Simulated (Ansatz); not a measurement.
Abridged Ansatz (an electronic-structure program) output:

```
Relaxation: its limit of steps is 30 (relax.max_steps)
Pseudopotential: La, paw, valence charge 11
Pseudopotential: O, paw, valence charge 6
Crystal: 5 atoms, lattice volume = 83.206 Å³
Basis set: ecut = 420 eV, 1665 PW (Γ), exchange–correlation on 54×54×90 points (8 copies of the dense FFT grid, shifted against one another)
Bands: 26, of which v1, the nominal top of the filled ones, is band 20 counted from 1 (19 counted from 0)
Symmetry: 12 space group operations
k-points: 168 of 1568
Functional: x = pbe(κ = 0.804, μ = 0.2195149727645171), c = pbe(β = 0.06672455060314922)
SCF iter   1: F=—  HF=-14204.501216 eV  |F-HF|=—  |Δ(HF+E_count)|=         —  Δρ=3.70e-2  dr2=1.15e0  ethr=1.77e-3  ⟨swp⟩=6.5  Hψ=20792  notcnv=0
SCF iter   2: F=—  HF=-14204.695956 eV  |F-HF|=—  |Δ(HF+E_count)|=   1.95e-1  Δρ=5.35e-2  dr2=2.05e0  ethr=1.77e-3  ⟨swp⟩=4.0  Hψ=11875  notcnv=0  defer=28
SCF 1 converged in 11 iterations: F = -14204.275250 eV  dr2 = 2.05e-11
relax step   1: F+E_penalty+E_count = -14204.27525003 eV  Δ(F+E_penalty+E_count) = +0.000e0 eV  max|allowed force component| = 5.703e-2 eV/Å  Δτ_max = 0.0000 Å  (11 SCF iters, accepted)
Crystal: 5 atoms, lattice volume = 83.206 Å³
SCF iter   1: F=—  HF=-14204.276409 eV  |F-HF|=—  |Δ(HF+E_count)|=         —  Δρ=1.48e-3  dr2=5.71e-3  ethr=1.33e-5  ⟨swp⟩=3.1  Hψ=14366  notcnv=0  defer=55
SCF iter   2: F=—  HF=-14204.275726 eV  |F-HF|=—  |Δ(HF+E_count)|=   6.83e-4  Δρ=7.38e-4  dr2=2.27e-3  ethr=1.33e-5  ⟨swp⟩=1.4  Hψ=4881  notcnv=0  defer=53
SCF 2 converged in 10 iterations: F = -14204.275120 eV  dr2 = 4.17e-11
relax step   2: F+E_penalty+E_count = -14204.27511984 eV  Δ(F+E_penalty+E_count) = +1.302e-4 eV  max|allowed force component| = 6.954e-2 eV/Å  Δτ_max = 0.0106 Å  (10 SCF iters, rejected (line search))
Crystal: 5 atoms, lattice volume = 83.206 Å³
SCF iter   1: F=—  HF=-14204.275942 eV  |F-HF|=—  |Δ(HF+E_count)|=         —  Δρ=8.29e-4  dr2=1.81e-3  ethr=4.19e-5  ⟨swp⟩=3.4  Hψ=9815  notcnv=0  defer=48
SCF iter   2: F=—  HF=-14204.275743 eV  |F-HF|=—  |Δ(HF+E_count)|=   1.99e-4  Δρ=4.15e-4  dr2=7.14e-4  ethr=4.45e-6  ⟨swp⟩=1.2  Hψ=6017  notcnv=0  defer=43
SCF 3 converged in 9 iterations: F = -14204.275528 eV  dr2 = 3.74e-10
relax step   3: F+E_penalty+E_count = -14204.27552810 eV  Δ(F+E_penalty+E_count) = -2.781e-4 eV  max|allowed force component| = 2.870e-3 eV/Å  Δτ_max = 0.0048 Å  (9 SCF iters, accepted)
SCF converged after 9 iterations
Free energy (F): -14204.275528 eV
Internal energy: -14204.269654 eV  (E = F + TS)
E sigma→0 (E₀):  -14204.272591 eV
Entropy (-TS):   -0.005874 eV (-1.175 meV/atom)
Fermi energy:    13.439752 eV
--- Forces (eV/Å), atoms counted from 1 ---
  atom   1  La    -0.00000000     0.00000000    -0.00077938
  atom   2  La     0.00000000    -0.00000000     0.00077938
  atom   3  O     -0.00000000     0.00000000     0.00000000
  atom   4  O     -0.00000000     0.00000000    -0.00287012
  atom   5  O      0.00000000    -0.00000000     0.00287012
--- Stress (GPa, compression-positive) ---
       -5.789113      -0.000000      -0.000000
       -0.000000      -5.789113      -0.000000
       -0.000000      -0.000000      -6.681499
  P = ⅓ Tr σ = -6.0866 GPa (-60.866 kbar)
--- Relaxed structure (3 steps of the walk, 2 accepted, 0 SCFs on fresh bases) ---
  atoms:
    - { symbol: La, position: [0.3333333333333333, 0.6666666666666666, 0.2481599848929592] }
    - { symbol: La, position: [0.6666666666666666, 0.3333333333333333, 0.7518400151070411] }
    - { symbol: O, position: [-4.7209803293282954e-35, 6.643221742407998e-36, -3.1538095388547973e-20] }
    - { symbol: O, position: [0.3333333333333333, 0.6666666666666666, 0.6451844975001915] }
    - { symbol: O, position: [0.6666666666666666, 0.3333333333333333, 0.35481550249980864] }
```

Task: What was computed, and what are the main results?

Result: La2O3, 5 atoms in the cell, with PBE (Ansatz; PAW; 420 eV plane waves; without spin-orbit coupling). The last SCF converged to F = -14204.275528 eV, or -2840.8551 eV per atom. The total energy compares only with runs of the same code, potentials and settings.

Carriers are added with a uniform compensating background; total energy and stress of such cells depend on the potential's zero and are not compared; many-body gap narrowing is missing at this level. No phonon test of stability was made. The cell was made from La2O3 (space group P-3m1, No. 164) by this change: electrons 7.0×10^21 cm⁻³.

Keys are those of Ansatz 0.2.
